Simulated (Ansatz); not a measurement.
Consider TlBr in the zinc blende structure (space group F-43m, No. 216; a = 7.3107 Å; a hypothetical phase, not in the database extracts checked). Axes: x, y, z lie along the cube axes.

Method: PBEsol (Ansatz, a first-principles code; PAW; 420 eV plane waves; no SOC).

Base values:

| Property | Result |
|---|---|
| Smallest direct gap | 2.91 eV |
| Band gap | 2.76 eV |
| Shortest interatomic distance | 3.166 Å |

Modification: a free-standing slab of 2 layers (4 atoms, 2 a layer) is cut normal to [110], with 15 Å of vacuum and the in-plane cell held at bulk.

### Question
How does this affect the excess energy per area of both faces?

### Answer
The excess energy per area of both faces (slab less bulk energy over the cell's area: twice a surface energy) is 0.09 J/m².

### Question
Predict the new smallest direct gap.

### Answer
The smallest direct gap goes up by 0.79 eV to 3.70 eV.

### Question
What happens to the gap character?

### Answer
The gap character comes out as indirect, k = (0.286, 0, 0) in the run's primitive reciprocal basis → Γ.

### Question
How does this affect the band gap?

### Answer
The band gap rises by 0.74 eV, from 2.76 eV to 3.50 eV.

### Question
Predict the new shortest interatomic distance.

### Answer
The shortest interatomic distance falls by 0.095 Å (3.166 Å → 3.071 Å).

Slab and bulk use different k-meshes, which limits the precision of the excess energy. Spin-orbit coupling, missing from the scalar runs, can matter with Tl. Stability against distortions was not tested. Labels are those of the standard path for the cell's own space group.
